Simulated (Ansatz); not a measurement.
## What pressure 4.5 GPa does to hypothetical fluorite TaGe2

Start from TaGe₂ in the fluorite structure (space group Fm-3m, No. 225; a = 6.2739 Å; a hypothetical phase, not in the database extracts checked).

Now apply this change: a hydrostatic pressure of 4.5 GPa.

Calculations: PBE in Ansatz (plane waves to 420 eV, PAW, without spin-orbit coupling). Γ-centred 13×13×13 mesh, Fermi–Dirac width 0.05 eV.

```csv
quantity,base,changed,shift
volume per atom,20.58 Å³,19.74 Å³,-0.84 Å³
density,8.77 g/cm³,9.15 g/cm³,+0.373 g/cm³
lattice parameter a,6.274 Å,6.187 Å,-0.087 Å
shortest interatomic distance,2.717 Å,2.679 Å,-0.0375 Å
enthalpy H = E + PV relative to the base's energy,–,+0.57 eV/atom,–
band gap,zero,zero,–
```

Load acts through the strain it causes; cell and atoms are relaxed under it. Whether these cells are dynamically stable was not tested. The final runs are not spin-polarised. An odd electron count without spin: TaGe2. TaGe2 has a high density of states at the Fermi level and may be magnetic at this level.

Ansatz is a first-principles code.
